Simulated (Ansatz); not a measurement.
## ZnCu2SnSe4: Se → S

The reference is ZnCu$_{2}$SnSe$_{4}$ (space group I-4, No. 82; a = 5.658 Å, c = 11.318 Å).

Now apply this change: every Se is replaced by S, then cell and atoms are relaxed.

The values are results of PBEsol (Ansatz, a program for electronic structure; PAW; 420 eV plane waves; no SOC), not measurements. Γ-centred 9×9×9 mesh, Fermi–Dirac width 0.05 eV, for the changed cell.

```tsv
quantity	base	changed	shift
volume per atom	22.65 Å³	19.41 Å³	-3.24 Å³
density	5.75 g/cm³	4.70 g/cm³	-1.05 g/cm³
lattice parameter a	5.658 Å	5.373 Å	-0.285 Å
c/a ratio	2.000	2.002	+0.0013
space group	I-4 (No. 82)	I-4 (No. 82)	–
shortest interatomic distance	2.384 Å	2.271 Å	-0.1123 Å
band gap (uncertain: the Fermi level lies in a band; the changed cell)	zero	0.11 eV	–
```

Final structure:

```xyz
8
Lattice="-2.6867 2.6867 5.3777 2.6867 -2.6867 5.3777 2.6867 2.6867 -5.3777" Properties=species:S:1:pos:R:3 pbc="T T T"
Cu     0.0000     0.0000     0.0000
Cu     0.0000     2.6867     2.6888
Zn     2.6867     0.0000     2.6888
Sn     0.0000     0.0000     5.3777
S      1.3950     1.4437     3.9802
S      1.2917     1.2430    -1.3974
S      1.4437    -1.3950     6.7751
S      1.2430     4.0817     1.3974
```

Whether these cells are dynamically stable was not tested. The final runs are not spin-polarised. Gaps under 0.05 eV, about the width of the smearing, are given as zero. A zero or small gap of ZnCu2SnS4 and ZnCu2SnSe4 can be the functional's error rather than a property of the material.
